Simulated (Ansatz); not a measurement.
Levels about the gap of amorphous Zr₂₀O₄₂Sn (63 atoms in a cell of 792 Å³, 5.49 g/cm³; zone centre alone, so wide bands show as single levels with stretches between that a denser mesh fills), at the geometry that PBE relaxed, where it gives 0.0 GPa on a denser mesh. The participation number counts the atoms over which a state spreads; weights are charges in smoothed Voronoi cells. The levels come from a single point, so bond lengths are those of that geometry. Method of the levels: r2SCAN, scalar-relativistic without spin-orbit coupling (Ansatz, an electronic-structure program). Sampling: the zone centre alone; Fermi-Dirac width 0.02 eV; no spin polarisation. At PBE the levels at the filled edge of the gap are localised (band-tail or defect states).

It comes from a melt-quench run on a machine-learned potential (CHGNet), relaxed afterwards by DFT. O atoms were pushed apart under 1.9 Å during the dynamics, to hinder bonds among them. The hot cell started wider than the set density and was brought back towards it in steps. It is the lowest in DFT energy of 2 quenches. It is a model cell: composition and starting density were chosen by hand, and all elements were melted together. No dispersion term was used. Its density started from a set value of 5.34 and ended at 5.49 g/cm³. The simulated quench (nominally 380 K/ps over its main leg) is rapid and tends to freeze in more defects than a deposited or slowly cooled glass has. Values belong to this one cell and scatter from quench to quench. Volume and shape were free in the relaxation. On a 2×2×2 Γ-centred mesh force components of up to 0.13 eV/Å stay, since the relaxation ran on the zone centre alone.

| E - E(highest filled), eV | filling | participation number | largest on | weight O | weight Zr | weight Sn |
|---|---|---|---|---|---|---|
| -0.29 | filled | 12.2 | O, 3 neighbours | 0.93 | 0.06 | 0.00 |
| -0.24 | filled | 23.2 | O, 3 neighbours | 0.95 | 0.05 | 0.00 |
| -0.20 | filled | 16.0 | O, 3 neighbours | 0.95 | 0.05 | 0.00 |
| -0.16 | filled | 23.5 | O, 4 neighbours | 0.95 | 0.04 | 0.00 |
| -0.12 | filled | 7.5 | O, 3 neighbours | 0.95 | 0.05 | 0.00 |
| -0.05 | filled | 18.8 | O, 4 neighbours | 0.95 | 0.05 | 0.00 |
| 0.00 | filled | 5.8 | O, 3 neighbours | 0.94 | 0.06 | 0.00 |
| 4.16 | empty | 17.4 | Zr, 8 neighbours | 0.38 | 0.56 | 0.06 |
| 4.30 | empty | 20.7 | Zr, 7 neighbours | 0.32 | 0.67 | 0.00 |
| 4.38 | empty | 30.3 | Zr, 8 neighbours | 0.36 | 0.61 | 0.02 |
| 4.45 | empty | 17.6 | Zr, 8 neighbours | 0.32 | 0.67 | 0.01 |
| 4.53 | empty | 21.3 | Zr, 7 neighbours | 0.34 | 0.65 | 0.01 |
| 4.61 | empty | 27.1 | Zr, 7 neighbours | 0.33 | 0.66 | 0.01 |
| 4.70 | empty | 27.3 | Zr, 7 neighbours | 0.32 | 0.67 | 0.01 |

Most localised among these is the filled level at +0.00 eV, on a O atom, which has 3 neighbours (Zr 2.09 Å, Zr 2.16 Å, Zr 2.19 Å).
